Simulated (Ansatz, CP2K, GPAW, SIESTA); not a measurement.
## SiO2 (P4_2/mnm, 6 atoms in the cell) computed with different codes at matched settings

Band-structure calculation.

```
CELL_PARAMETERS angstrom
      4.16205     0.00000     0.00000
      0.00000     4.16205     0.00000
      0.00000     0.00000     2.64824
ATOMIC_POSITIONS crystal
  Si 0.50000 0.50000 0.50000
  Si 0.00000 0.00000 0.00000
  O  0.69316 0.69316 0.00000
  O  0.30684 0.30684 0.00000
  O  0.80684 0.19316 0.50000
  O  0.19316 0.80684 0.50000
```

Shared settings, as Ansatz (a first-principles code) writes them: kpoints.mp_grid.grid = 4 4 6; scf.occupations.method = fixed. Potentials and cutoffs stand in the table.

```csv
code,model,gap along the path (eV),smallest direct gap (eV),cutoff
SIESTA,"GGA PBE, numerical atomic orbitals DZP, PseudoDojo PBE standard norm-conserving potentials (rewritten from UPF to PSML)",5.88,5.88,grid 350 Ry
GPAW,"PBE, GPAW PAW datasets PBE (gpaw-data 1.0.1)",5.98,5.98,900 eV
CP2K,"PBE, GPW, DZVP-MOLOPT-SR-GTH basis, GTH-PBE potentials (GTH_POTENTIALS)",5.86,5.86,grid 450 Ry
Ansatz,"PBE, PAW files",5.94,5.94,default
```

The spread over the programs that give each value: gap along the path within 0.12 eV; smallest direct gap within 0.12 eV.

SIESTA and CP2K use small atom-centred bases, whose incompleteness enters pressures, forces and empty levels differently from a plane-wave cutoff.

The starting cell comes from a database of computed structures (which also holds hypothetical and non-ambient phases and stackings), without a prior relaxation at this level. Its lattice was rescaled by a random factor within 2.5 % of one.

Left out of this page: Quantum ESPRESSO and FLEUR (not drawn, or without a comparable value); ABINIT (failed or unconverged).

Keys are those of Ansatz 0.2.
